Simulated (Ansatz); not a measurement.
Consider Cs2SnI6 (space group Fm-3m, No. 225).

```yaml
crystal:
  lattice:
    - [0.00000, 5.77512, 5.77512]
    - [5.77512, 0.00000, 5.77512]
    - [5.77512, 5.77512, 0.00000]
  atoms:
    - { symbol: Cs, position: [0.25000, 0.25000, 0.25000] }
    - { symbol: Cs, position: [0.75000, 0.75000, 0.75000] }
    - { symbol: Sn, position: [0.00000, 0.00000, 0.00000] }
    - { symbol: I, position: [0.75152, 0.24848, 0.24848] }
    - { symbol: I, position: [0.24848, 0.75152, 0.75152] }
    - { symbol: I, position: [0.24848, 0.75152, 0.24848] }
    - { symbol: I, position: [0.75152, 0.24848, 0.75152] }
    - { symbol: I, position: [0.24848, 0.24848, 0.75152] }
    - { symbol: I, position: [0.75152, 0.75152, 0.24848] }
```

Method: PBEsol in Ansatz (plane waves to 420 eV, PAW, scalar-relativistic without spin-orbit coupling).

Base values:

Volume per atom: 42.80 Å³

Modification: Na takes the place of Cs on all its sites, then cell and atoms are relaxed.

Tabulated Pauling electronegativity and covalent radius: Cs 0.79, 2.44 Å; Na 0.93, 1.66 Å.

Q: How does this affect the volume per atom?

A: The volume per atom falls by 2.76 Å³ to 40.04 Å³.

Whether these cells are dynamically stable was not tested. As relaxed here, Na2SnI6 is a hypothetical phase, not in the database extracts checked. All final runs are without spin polarisation.

Ansatz is an electronic-structure program.
